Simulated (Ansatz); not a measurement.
Output of an Ansatz run (abridged):

```
WARN basis.ecutwfc = 420 eV, the default
WARN ansatz: RAYON_NUM_THREADS=1 ignored (pool sized by the plan → 1); use --threads N
Pseudopotentials: kind: paw
Pseudopotential: Mg, paw, valence charge 10
Pseudopotential: Ti, paw, valence charge 12
Crystal: 10 atoms, lattice volume = 195.011 Å³
Basis set: ecut = 420 eV, 3813 PW (Γ), exchange–correlation on 64×120×120 points (8 copies of the dense FFT grid, shifted against one another)
Bands: 66, of which v1, the nominal top of the filled ones, is band 55 counted from 1 (54 counted from 0)
Symmetry: 4 space group operations
Space group: Amm2 (ITA 38), of the structure as read, at distance tolerance 5.8e-5 Å
k-points: 52 of 216 (time reversal used)
PAW frozen core: Mg, regenerated for the run's functional, and the local potential with it
PAW frozen core: Ti, regenerated for the run's functional, and the local potential with it
Initial density: superposition of atomic densities (neutral atoms: chi_scale 0, normalization atom), corrected by the library's trained network
Initial wavefunctions: pseudopotential atomic-orbital guess
Eigensolver: davidson
Functional: x = pbesol(κ = 0.804, μ = 0.12345679012345678), c = pbesol(β = 0.046)
SCF iter   1: F=—  HF=-21927.889233 eV  |F-HF|=—  |Δ(HF+E_count)|=         —  Δρ=8.57e-3  dr2=2.83e-1  ethr=1.77e-3  ⟨swp⟩=5.9  Hψ=11716  notcnv=0
all-band conjugate gradients solve this SCF's bands
preconditioner: auto → Kerker (q_TF=auto, 2.480 Å⁻¹)
SCF iter   2: F=—  HF=-21927.861754 eV  |F-HF|=—  |Δ(HF+E_count)|=   2.75e-2  S|Δr|=    0.00e0  Δρ=3.77e-3  dr2=5.94e-2  ethr=2.57e-4  ⟨swp⟩=2.0  Hψ=5611  notcnv=0  defer=3
SCF iter   3: F=—  HF=-21927.855727 eV  |F-HF|=—  |Δ(HF+E_count)|=   6.03e-3  S|Δr|=    0.00e0  Δρ=8.75e-4  dr2=3.76e-3  ethr=5.40e-5  ⟨swp⟩=1.9  Hψ=3504  notcnv=0  defer=3
SCF iter   4: F=—  HF=-21927.855163 eV  |F-HF|=—  |Δ(HF+E_count)|=   5.63e-4  S|Δr|=    0.00e0  Δρ=1.80e-4  dr2=9.08e-5  ethr=3.42e-6  ⟨swp⟩=2.1  Hψ=4391  notcnv=0  defer=3
SCF iter   5: F=—  HF=-21927.855374 eV  |F-HF|=—  |Δ(HF+E_count)|=   2.11e-4  S|Δr|=    0.00e0  Δρ=5.53e-5  dr2=7.68e-6  ethr=8.25e-8  ⟨swp⟩=2.0  Hψ=6251  notcnv=0  defer=71
SCF iter   6: F=—  HF=-21927.855373 eV  |F-HF|=—  |Δ(HF+E_count)|=   1.73e-6  S|Δr|=    0.00e0  Δρ=2.07e-5  dr2=9.54e-7  ethr=6.98e-9  ⟨swp⟩=2.0  Hψ=6194  notcnv=0  defer=84
SCF iter   7: F=-21927.855372 eV  HF=-21927.855372 eV  |F-HF|=7.40e-8  |Δ(HF+E_count)|=   2.48e-7  S|Δr|=    0.00e0  Δρ=5.64e-6  dr2=9.58e-8  ethr=9.09e-11  ⟨swp⟩=8.9  Hψ=16362  notcnv=0
SCF 1 converged in 7 iterations: F = -21927.855372 eV  dr2 = 9.58e-8
SCF converged after 7 iterations
Stability not checked (fill_not_monotonic)
Free energy (F): -21927.855372 eV
Harris-Foulkes:  -21927.855372 eV  (|F-HF|=7.40e-8)
Internal energy: -21927.862906 eV  (E = F + TS)
E sigma→0 (E₀):  -21927.857884 eV
Entropy (-TS):   0.007534 eV (0.753 meV/atom)
Fermi energy:    8.971678 eV
--- Per-component energies (eV) ---
  E_band       = -2617.126246
  E_kinetic    = 1729.678322
  E_local      = -12431.969377  (includes V_loc(G=0)·N_el)
  E_nonlocal   = 531.538627
  E_hartree    = 4660.617270
  E_xc         = -621.973793
  E_vxc        = -786.938862  (∫ρ·V_xc dr)
  E_paw        = -6516.021146  (= ΣΔE_a)
  E_vpaw       = -980.663265  (= ΣTr[D̂ρ^β])
  E_aug_tail   = 0.000568  (compensation charges beyond the density's cutoff)
  E_ewald      = -9280.724611
  E_core_change = 0.991233  (= ΣΔE_core)
  E_smearing   = 0.007534  (= −TS)
  E_closure    = -0.000000  (closes the sum)
  Σ components = -21927.855372   (vs F -21927.855372, Δ=0.00e0)
--- Forces (eV/Å), atoms counted from 1 ---
  atom   1  Mg    -0.00000000     0.05024989    -0.04470097
  atom   2  Mg    -0.00000000    -0.05024989    -0.04470097
  atom   3  Mg    -0.00000000     0.00000000     0.04401018
  atom   4  Mg     0.00000000    -0.02631270     0.05457008
  atom   5  Mg     0.00000000     0.02631270     0.05457008
  atom   6  Ti    -0.00000000    -0.12172619    -0.01568985
  atom   7  Ti    -0.00000000     0.12172619    -0.01568985
  atom   8  Ti     0.00000000     0.12769903    -0.00451164
  atom   9  Ti     0.00000000    -0.12769903    -0.00451164
  atom  10  Ti    -0.00000000     0.00000000    -0.02333533
  max |Σ_I F_I| component: 1.01e-5 eV/Å
--- Stress (GPa, compression-positive) ---
       -2.741870       0.000000       0.000000
        0.000000      -2.058703       0.000000
        0.000000       0.000000      -2.819533
  P = ⅓ Tr σ = -2.5400 GPa (-25.400 kbar)
  The stress holds the Pulay correction. Without it, at fixed plane waves, as pw.x and ABINIT print it: P = -2.5451 GPa
--- Band table (eV; the first three rows and the last of 52) ---
  k-point 0: bands = ["-66.1273", "-65.6185", "-65.6184", "-65.5957", "-65.5955", "-47.9387", "-47.5969", "-47.5279", "-47.5009", "-47.4762", "-33.0723", "-33.0717", "-33.0659", "-32.5841", "-32.5839", "-32.5636", "-32.5625", "-32.5584", "-32.5567", [...]
  k-point 1: bands = ["-66.1273", "-65.6185", "-65.6184", "-65.5957", "-65.5955", "-47.9387", "-47.5926", "-47.5330", "-47.4990", "-47.4774", "-33.0724", "-33.0716", "-33.0659", "-32.5840", "-32.5839", "-32.5635", "-32.5623", "-32.5585", "-32.5567", [...]
  k-point 2: bands = ["-66.1273", "-65.6185", "-65.6184", "-65.5957", "-65.5955", "-47.9387", "-47.5806", "-47.5464", "-47.4939", "-47.4812", "-33.0725", "-33.0716", "-33.0659", "-32.5839", "-32.5838", "-32.5632", "-32.5619", "-32.5588", "-32.5568", [...]
  k-point 51: bands = ["-66.1273", "-65.6185", "-65.6183", "-65.5957", "-65.5956", "-47.9387", "-47.5766", "-47.5250", "-47.5215", "-47.4791", "-33.0725", "-33.0717", "-33.0659", "-32.5849", "-32.5843", "-32.5619", "-32.5596", "-32.5575", [...]
```

The structure:

```
CELL_PARAMETERS angstrom
      4.76812     0.00000     0.00000
      0.00000     8.18373     2.49880
      0.00000    -8.18373     2.49880
ATOMIC_POSITIONS crystal
  Mg 0.00000 0.98103 0.76983
  Mg 0.00000 0.76983 0.98103
  Mg 0.50000 0.76464 0.76464
  Mg 0.50000 0.16430 0.37338
  Mg 0.50000 0.37338 0.16430
  Ti 0.00000 0.17112 0.58156
  Ti 0.00000 0.58156 0.17112
  Ti 0.50000 0.95355 0.53691
  Ti 0.50000 0.53691 0.95355
  Ti 0.00000 0.37049 0.37049
```

Problem. What input produced this log?

Solution. Other spellings and defaults could give the same log, and not every line can be read from it. The input that was run (DFT, PBEsol, plane waves, default PAW files made with PBE):

Ansatz 0.2 input:
```yaml
# MgTi
crystal:
  lattice:
    - [4.76812000, 0.00000000, 0.00000000]
    - [0.00000000, 8.18373000, 2.49880000]
    - [0.00000000, -8.18373000, 2.49880000]
  atoms:
    - { symbol: Mg, position: [0.00000000, 0.98103000, 0.76983000] }
    - { symbol: Mg, position: [0.00000000, 0.76983000, 0.98103000] }
    - { symbol: Mg, position: [0.50000000, 0.76464000, 0.76464000] }
    - { symbol: Mg, position: [0.50000000, 0.16430000, 0.37338000] }
    - { symbol: Mg, position: [0.50000000, 0.37338000, 0.16430000] }
    - { symbol: Ti, position: [0.00000000, 0.17112000, 0.58156000] }
    - { symbol: Ti, position: [0.00000000, 0.58156000, 0.17112000] }
    - { symbol: Ti, position: [0.50000000, 0.95355000, 0.53691000] }
    - { symbol: Ti, position: [0.50000000, 0.53691000, 0.95355000] }
    - { symbol: Ti, position: [0.00000000, 0.37049000, 0.37049000] }
kpoints:
  mp_grid: { grid: [6, 6, 6] }
hamiltonian:
  xc: pbesol
  pseudopotentials: { kind: paw }
scf:
  occupations: { method: cold, width: 0.01 Ry }
output:
  forces: true
  eigenvalues: true
  stress: true
```

The starting cell comes from a database of computed structures (which also holds hypothetical and non-ambient phases and stackings), without a prior relaxation at this level. Spin polarisation is off. Ansatz's pressure includes its estimate of the finite-basis (Pulay) stress.

Ansatz is an electronic-structure program.
